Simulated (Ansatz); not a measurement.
The parent structure is YN in the rock salt structure (space group Fm-3m, No. 225; a = 4.8198 Å).

Computed with Kohn–Sham DFT with the LDA functional, run in Ansatz (a first-principles code) with PAW and 420 eV plane waves, no spin-orbit coupling.

Base values:

```
Property        Value
-------------  ------
Band gap         zero
Gap character  absent
```

It is then changed as follows: every lattice vector is stretched by 2.00 %; the atoms relax in the strained cell.

Problem. What does the calculation give for the band gap, energy relative to the base, electron mass and gap character after the change?

Solution. The band gap goes from zero to 0.13 eV; the energy grows by 27 meV/atom; the electron mass comes out as 1.3 mₑ along k, 0.100 mₑ across (at X); the gap character goes from absent to indirect, Γ → X.

Effective masses come from finite differences of ±0.01 Å⁻¹. Along k means along the line from Γ to the band edge. Whether these cells are dynamically stable was not tested. The final runs are not spin-polarised. Gaps under 0.05 eV, about the width of the smearing, are given as zero. A zero or small gap of YN can be the functional's error rather than a property of the material.
